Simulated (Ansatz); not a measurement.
```yaml
crystal:
  lattice:
    - [0.00000, 3.00907, 2.75548]
    - [3.00907, 0.00000, 2.75548]
    - [3.00907, 3.00907, 0.00000]
  atoms:
    - { symbol: In, position: [0.00000, 0.00000, 0.00000] }
    - { symbol: P, position: [0.25000, 0.25000, 0.25000] }
```

All values below come from r2SCAN with spin-orbit coupling, rigid bands (plane waves, PAW; Ansatz, a first-principles code). Condition of this run: uniaxial stress along [001] of 3 GPa (compression positive) (the target of the relaxation). Geometry: cell and atoms relaxed with PBEsol, then loaded as said.

**Question.** Predict the electron conductivity mass (n e² τ/σ) at 300 K, by direction if it differs.

**Answer.** 0.097 (x), 0.097 (y), 0.084 (z) mₑ.

**Question.** Predict the hole conductivity mass (n e² τ/σ) at 300 K, by direction if it differs.

**Answer.** 0.46 (x), 0.46 (y), 0.140 (z) mₑ.

**Question.** And the band gap?

**Answer.** 0.94 eV at this level; semilocal functionals usually fall short of the measured gap.

Rigid bands, one relaxation time for all states, no polarons. Geometry: cell and atoms relaxed with PBEsol.
